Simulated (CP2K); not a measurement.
**Worked example: self-consistent single point of CaC2 (C2/c, 6 atoms in the cell) in CP2K**

Method: PBEsol, GPW, DZVP-MOLOPT-SR-GTH basis, GTH-PBE potentials (GTH_POTENTIALS) run with CP2K.

The input file:

```
&GLOBAL
  PROJECT run
  RUN_TYPE ENERGY_FORCE
  PRINT_LEVEL LOW
&END GLOBAL
&FORCE_EVAL
  METHOD Quickstep
  STRESS_TENSOR ANALYTICAL
  &DFT
    BASIS_SET_FILE_NAME BASIS_MOLOPT
    POTENTIAL_FILE_NAME GTH_POTENTIALS
    &QS
      METHOD GPW
      EPS_DEFAULT 1E-11
    &END QS
    &MGRID
      CUTOFF 500
      REL_CUTOFF 50
      NGRIDS 5
    &END MGRID
    &SCF
      SCF_GUESS ATOMIC
      EPS_SCF 1E-6
      MAX_SCF 100
      ADDED_MOS 7
      &DIAGONALIZATION
        ALGORITHM STANDARD
      &END DIAGONALIZATION
      &MIXING
        METHOD BROYDEN_MIXING
        ALPHA 0.2
        NBUFFER 12
        BETA 1
      &END MIXING
    &END SCF
    &KPOINTS
      SCHEME MONKHORST-PACK 5 5 3
    &END KPOINTS
    &XC
      &XC_FUNCTIONAL
        &PBE
          PARAMETRIZATION PBESOL
        &END PBE
      &END XC_FUNCTIONAL
    &END XC
    &PRINT
      &MO
        EIGENVALUES T
        OCCUPATION_NUMBERS T
        NDIGITS 8
        FILENAME mo
        &EACH
          QS_SCF 0
        &END EACH
        ADD_LAST NUMERIC
      &END MO
      &MULLIKEN OFF
      &END MULLIKEN
    &END PRINT
  &END DFT
  &SUBSYS
    &CELL
      A 3.95504600 0.00000000 0.00000000
      B 1.70190300 3.57014200 0.00000000
      C -1.88516300 -1.18974100 7.14948300
      PERIODIC XYZ
    &END CELL
    &COORD
      Ca       0.68124927     2.05477507     5.36211225
      Ca       3.09053673     0.32562593     1.78737075
      C        0.84571470    -0.16775600     4.00456842
      C        2.92607130     2.54815700     3.14491458
      C        2.61671311     0.94993379     6.71965608
      C        1.15507289     1.43046721     0.42982692
    &END COORD
    &KIND Ca
      BASIS_SET DZVP-MOLOPT-SR-GTH-q10
      POTENTIAL GTH-PBE-q10
    &END KIND
    &KIND C
      BASIS_SET DZVP-MOLOPT-SR-GTH-q4
      POTENTIAL GTH-PBE-q4
    &END KIND
  &END SUBSYS
  &PRINT
    &FORCES ON
    &END FORCES
    &STRESS_TENSOR ON
    &END STRESS_TENSOR
  &END PRINT
&END FORCE_EVAL
```

Output, abridged:

```
 GLOBAL| Method name                                                        CP2K
 GLOBAL| Project name                                                        run
 GLOBAL| Run type                                                   ENERGY_FORCE

 TOTAL NUMBERS AND MAXIMUM NUMBERS

  Total number of            - Atomic kinds:                                   2
                             - Atoms:                                          6
                             - Shell sets:                                     6
                             - Shells:                                        32
                             - Primitive Cartesian functions:                 32
                             - Cartesian basis functions:                     86
                             - Spherical basis functions:                     80

  Maximum angular momentum of- Orbital basis functions:                        2
                             - Local part of the GTH pseudopotential:          2
                             - Non-local part of the GTH pseudopotential:      3

 SCF PARAMETERS         Density guess:                                    ATOMIC
                        max_scf:                                             100
                        max_diis:                                              4
                        eps_scf:                                        1.00E-06
                        eps_diis:                                       1.00E-01
                        eps_eigval:                                     1.00E-05
                        level_shift [a.u.]:                             0.000000
                        added MOs                                         7    0
                        Mixing method:                            BROYDEN_MIXING
                                                charge density mixing in g-space
                        No outer SCF

 Extrapolation method: initial_guess

 Number of electrons:                                                         36
 Number of occupied orbitals:                                                 18
 Number of molecular orbitals:                                                25

 Number of orbital functions:                                                 80
 Number of independent orbital functions:                                     80

 SCF WAVEFUNCTION OPTIMIZATION

  Step     Update method      Time    Convergence         Total energy    Change
     1 NoMix/Diag. 0.20E+00      -     1.87783736       -95.7565775042 -9.58E+01
     2 Broy./Diag. 0.20E+00      -     0.01471441       -94.7318198180  1.02E+00
     3 Broy./Diag. 0.20E+00      -     0.04596134       -95.4886793328 -7.57E-01
     4 Broy./Diag. 0.20E+00      -     0.00459898       -96.0199806743 -5.31E-01
     5 Broy./Diag. 0.20E+00      -     0.00372685       -95.9629593079  5.70E-02
     6 Broy./Diag. 0.20E+00      -     0.00033007       -95.9631888139 -2.30E-04
     7 Broy./Diag. 0.20E+00      -     0.00096329       -95.9619089496  1.28E-03
   [... 2 lines left out ...]
    10 Broy./Diag. 0.20E+00      -     0.00001745       -95.9716231705 -1.16E-03
    11 Broy./Diag. 0.20E+00      -     0.00002779       -95.9718281425 -2.05E-04
    12 Broy./Diag. 0.20E+00      -     0.00000158       -95.9718405057 -1.24E-05
    13 Broy./Diag. 0.20E+00      -     0.00000365       -95.9717781579  6.23E-05
    14 Broy./Diag. 0.20E+00      -     0.00000066       -95.9717613157  1.68E-05

  *** SCF run converged in    14 steps ***

  Electronic density on regular grids:        -35.9999999999        0.0000000001
  Core density on regular grids:               35.9999999997       -0.0000000003
  Total charge density on r-space grids:       -0.0000000001
  Total charge density g-space grids:          -0.0000000001

  Overlap energy of the core charge distribution:               0.00000717365182
  Self energy of the core charge distribution:               -198.00402748853682
  Core Hamiltonian energy:                                     49.76944078364194
  Hartree energy:                                              69.09538842116581
  Exchange-correlation energy:                                -16.83257020565886

  Total energy:                                               -95.97176131573613

 ENERGY| Total FORCE_EVAL ( QS ) energy [hartree]            -95.971765644112068

 FORCES| Atomic forces [hartree/bohr]
 FORCES|   Atom     x               y               z               |f|
 FORCES|      1  2.17276505E-03 -3.44277909E-03  1.71430263E-09   4.07107306E-03
 FORCES|      2 -2.17276346E-03  3.44278495E-03 -3.95705149E-10   4.07107716E-03
 FORCES|      3  9.94288470E-04 -2.16120419E-03 -1.81377375E-03   2.99151940E-03
 FORCES|      4 -9.94289526E-04  2.16120154E-03  1.81377438E-03   2.99151822E-03
 FORCES|      5  1.52311730E-03 -1.82761803E-03  1.81388254E-03   2.99169582E-03
 FORCES|      6 -1.52311783E-03  1.82761482E-03 -1.81388449E-03   2.99169531E-03
 FORCES| Sum     6.08849776E-13  9.74956227E-13 -2.06248863E-13
 FORCES| Total atomic force                                       1.16780833E-12

 STRESS| Analytical stress tensor [bar]
 STRESS|                        x                   y                   z
 STRESS|      x       -4.29216844541E+04   5.51171010314E+03  -2.48814632979E+03
 STRESS|      y        5.51171010314E+03  -4.81764821367E+04  -1.57020123718E+03
 STRESS|      z       -2.48814632979E+03  -1.57020123718E+03  -4.50956854693E+04
 STRESS| 1/3 Trace                                            -4.53979506867E+04
```

The run converged in 14 iterations.

The starting cell comes from a database of computed structures (which also holds hypothetical and non-ambient phases and stackings), without a prior relaxation at this level. Its lattice was rescaled by a random factor within 2.5 % of one. Values carry the incompleteness of an atom-centred basis. The potentials were made for another functional than the one used. With a pressure of about -5 GPa the cell is away from its equilibrium volume at this level.

Cost on one core of a shared machine: roughly 60 s.
